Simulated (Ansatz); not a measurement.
Point defects in YN

Consider a 24-atom supercell of YN in the rock salt structure (space group Fm-3m, No. 225; a = 4.9060 Å) at its relaxed geometry.

One neutral defect a cell, atoms relaxed at fixed cell.

Calculations: DFT with PBE, PAW potentials and a 420 eV plane-wave cutoff in Ansatz (a quantum-chemistry and plane-wave program), spin-orbit coupling left out, earlier PAW set.

| variant | gap of the supercell | pressure | total moment of the cell | largest displacement of a host atom from its site in the perfect cell |
|---|---|---|---|---|
| perfect supercell | 0.21 eV | 0.0 GPa | – | – |
| Y interstitial (started 1.73 Å from the nearest host atom) | zero | … | 0.0 μB | … |
| Al on a Y site, symmetric start | 0.39 eV | -4.4 GPa | 0.0 μB | 0.07 Å |
| N vacancy | zero | … | 0.0 μB | 0.07 Å |
| N interstitial (started 1.73 Å from the nearest host atom), symmetric start | zero | 4.7 GPa | 0.1 μB | 0.35 Å |

Task: Complete the table.

Result: 
- Y interstitial (started 1.73 Å from the nearest host atom), pressure: 12.3 GPa
- Y interstitial (started 1.73 Å from the nearest host atom), largest displacement of a host atom from its site in the perfect cell: 0.55 Å
- N vacancy, pressure: 0.7 GPa

The magnetic state is the one reached from the starting moments; the real material's order can differ, and small cells can't hold many antiferromagnetic ones. In so small a cell the defect repeats every few ångströms: this is an ordered compound, not a dilute defect. The mesh was chosen for an insulator and is coarse for the gapless case. Defects with a symmetric start kept the site's symmetry and may sit on a saddle; the others started slightly shaken. Seeded moments were not kept for Y interstitial (started 1.73 Å from the nearest host atom), Al on a Y site, N vacancy and N interstitial (started 1.73 Å from the nearest host atom). A zero or small gap of YN can be the functional's error rather than a property of the material.
